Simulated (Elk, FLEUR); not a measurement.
An Elk input for a self-consistent single point of CoSn (P6/mmm, 6 atoms in the cell) (DFT, PBE, all-electron FP-LAPW, Elk's shipped species files, APW+lo basis with extra local orbitals):

```
tasks
  0

xctype
  20

tforce
  .true.

rgkmax
  8.0

gmaxvr
  18.0

lmaxapw
  10

lmaxo
  8

nxlo
  2

lorbcnd
  .true.

lradstp
  2

nrmtscf
  2.0

rmtscf
  0.92

lmaxi
  4

stype
  3

swidth
  0.00367493

avec
    9.7182228024   -0.0000000164    0.0000000000
   -4.8591113869    8.4162278347    0.0000000000
    0.0000000000    0.0000000000    7.7574561327

sppath
  './'

atoms
  2   : nspecies
  'Co.in'   : spfname
  3   : natoms; atposl, bfcmt below
  0.0000000000  0.5000000000  0.0000000000    0.0 0.0 0.0
  0.5000000000  0.0000000000  0.0000000000    0.0 0.0 0.0
  0.5000000000  0.5000000000  0.0000000000    0.0 0.0 0.0
  'Sn.in'   : spfname
  3   : natoms; atposl, bfcmt below
  0.6666666667  0.3333333333  0.5000000000    0.0 0.0 0.0
  0.3333333333  0.6666666667  0.5000000000    0.0 0.0 0.0
  0.0000000000  0.0000000000  0.0000000000    0.0 0.0 0.0

ngridk
  6 6 7
```

Question: Translate this input to FLEUR.

Answer: This is the input that was run; spellings and numerical settings could be chosen otherwise.

Input of the input generator:

```
CoSn crystal
&input film=f /
1.0000000000 -0.0000000017 0.0000000000
-0.4999999985 0.8660254046 0.0000000000
0.0000000000 0.0000000000 0.7982381440
9.7182228024
1.0 1.0 1.0

6
27 -0.0000000000 0.5000000000 0.0000000000
27 0.5000000000 0.0000000000 -0.0000000000
27 0.5000000000 0.5000000000 -0.0000000000
50 0.6666666667 0.3333333333 0.5000000000
50 0.3333333333 0.6666666667 0.5000000000
50 -0.0000000000 0.0000000000 0.0000000000

&comp jspins=1 /
&kpt div1=6 div2=6 div3=7 gamma=t /
&end /
```

```xml
<?xml version="1.0" encoding="UTF-8" standalone="no"?>
<fleurInput fleurInputVersion="0.39">
   <comment>
      CoSn crystal                                                                                        
   </comment>
   <calculationSetup>
      <cutoffs Kmax="3.5" Gmax="12.2" GmaxXC="12.2" numbands="0"/>
      <scfLoop itmax="100" minDistance="0.00001" maxIterBroyd="40" imix="Anderson" alpha="0.05" precondParam="0.0" spinf="2.0"/>
      <coreElectrons ctail="T" frcor="F" kcrel="0" coretail_lmax="0"/>
      <xcFunctional name="pbe" relativisticCorrections="F"/>
      <magnetism jspins="1"/>
      <soc l_soc="F" theta="0.0" phi="0.0" spav="F"/>
      <expertModes spex="0" secvar="F"/>
      <geometryOptimization l_f="T" forcealpha="1.0" forcemix="BFGS" epsdisp="0.00001" epsforce="0.00001"/>
      <ldaU l_linMix="F" mixParam="0.05" spinf="1.0"/>
   </calculationSetup>
   <cell>
      <bzIntegration valenceElectrons="87.0" mode="hist" fermiSmearingEnergy="0.00367493">
         <kPointListSelection listName="default-1"/>
         <!-- k-points included here -->
         <xi:include xmlns:xi="http://www.w3.org/2001/XInclude" href="kpts.xml"> </xi:include>
      </bzIntegration>
      <!-- symmetry operations included here -->
      <xi:include xmlns:xi="http://www.w3.org/2001/XInclude" href="sym.xml"> </xi:include>
      <bulkLattice scale="1.0">
         <bravaisMatrix>
            <row-1>    9.7182228023999997    -0.0000000165209788     0.0000000000000000</row-1>
            <row-2>   -4.8591113866226658     8.4162278344414059     0.0000000000000000</row-2>
            <row-3>    0.0000000000000000     0.0000000000000000     7.7574561327662552</row-3>
         </bravaisMatrix>
      </bulkLattice>
   </cell>
   <atomSpecies>
      <species name="Cobalt (Co)" element="Co" atomicNumber="27">
         <mtSphere radius="2.28" gridPoints="787" logIncrement="0.016"/>
         <atomicCutoffs lmax="8" lnonsphr="6"/>
         <electronConfig flipSpins="F">
            <coreConfig>(1s1/2) (2s1/2) (2p1/2) (2p3/2) (3s1/2)</coreConfig>
            <valenceConfig>(3p1/2) (3p3/2) (4s1/2) (3d3/2) (3d5/2)</valenceConfig>
            <stateOccupation state="(3d3/2)" spinUp="1.4" spinDown="1.4"/>
            <stateOccupation state="(3d5/2)" spinUp="2.1" spinDown="2.1"/>
         </electronConfig>
         <energyParameters s="4" p="4" d="3" f="4"/>
         <lo type="SCLO" l="1" n="3" eDeriv="0"/>
      </species>
      <species name="Tin (Sn)" element="Sn" atomicNumber="50">
         <mtSphere radius="2.28" gridPoints="787" logIncrement="0.016"/>
         <atomicCutoffs lmax="8" lnonsphr="6"/>
         <electronConfig flipSpins="F">
            <coreConfig>(1s1/2) (2s1/2) (2p1/2) (2p3/2) (3s1/2) (3p1/2) (3p3/2) (4s1/2) (3d3/2) (3d5/2) (4p1/2) (4p3/2)</coreConfig>
            <valenceConfig>(5s1/2) (4d3/2) (4d5/2) (5p1/2) (5p3/2)</valenceConfig>
            <stateOccupation state="(5p1/2)" spinUp="0.3333333333333" spinDown="0.3333333333333"/>
            <stateOccupation state="(5p3/2)" spinUp="0.6666666666667" spinDown="0.6666666666667"/>
         </electronConfig>
         <energyParameters s="5" p="5" d="5" f="4"/>
         <lo type="SCLO" l="2" n="4" eDeriv="0"/>
      </species>
   </atomSpecies>
   <atomGroups>
      <atomGroup species="Cobalt (Co)">
         <relPos label="                   1">.0000000000 1.000/2.000 .0000000000</relPos>
         <relPos label="                   2">1.000/2.000 .0000000000 .0000000000</relPos>
         <relPos label="                   3">1.000/2.000 1.000/2.000 .0000000000</relPos>
         <force calculate="T" relaxXYZ="TTT"/>
      </atomGroup>
      <atomGroup species="Tin (Sn)">
         <relPos label="                   4">-1.000/3.000 1.000/3.000 1.000/2.000</relPos>
         <relPos label="                   5">1.000/3.000 -1.000/3.000 1.000/2.000</relPos>
         <force calculate="T" relaxXYZ="TTT"/>
      </atomGroup>
      <atomGroup species="Tin (Sn)">
         <relPos label="                   6">.0000000000 .0000000000 .0000000000</relPos>
         <force calculate="T" relaxXYZ="TTT"/>
      </atomGroup>
   </atomGroups>
   <output dos="F" band="F" slice="F">
      <checks vchk="F" cdinf="F"/>
      <bandDOS minEnergy="-.5*Htr" maxEnergy="0.5*Htr" sigma="0.015" storeEVData="T"/>
      <vacuumDOS vacdos="F" integ="F" star="F" nstars="0" locx1="0.0" locy1="0.0" locx2="0.0" locy2="0.0" nstm="0" tworkf="0.0"/>
      <unfoldingBand unfoldBand="F" supercellX="1" supercellY="1" supercellZ="1"/>
      <plotting iplot="0" polar="F">
         <plot TwoD="T" vec1="  1.0  0.0  0.0" vec2="  0.0  1.0  0.0" vec3="  0.0  0.0  1.0" zero="  0.0  0.0  0.0" file="plot"/>
      </plotting>
      <chargeDensitySlicing numkpt="0" minEigenval="0.0" maxEigenval="0.0" nnne="0" pallst="F"/>
      <specialOutput eonly="F"/>
      <magneticCircularDichroism mcd="F" energyLo="-10.0" energyUp="0.0"/>
   </output>
  <!-- We include the file relax.xml here to enable relaxations (see documentation) -->
  <xi:include xmlns:xi="http://www.w3.org/2001/XInclude" href="relax.xml"> <xi:fallback/> </xi:include>
</fleurInput>
```

Basis, cutoffs, solver keys and any potentials are the target program's own. This input uses DFT, PBE, all-electron FLAPW (FLEUR), scalar-relativistic valence.

The starting cell comes from a database of computed structures (which also holds hypothetical and non-ambient phases and stackings), without a prior relaxation at this level. Its lattice was rescaled by a random factor within 2.5 % of one. For this run, on top of that: lattice scaled by 0.98.
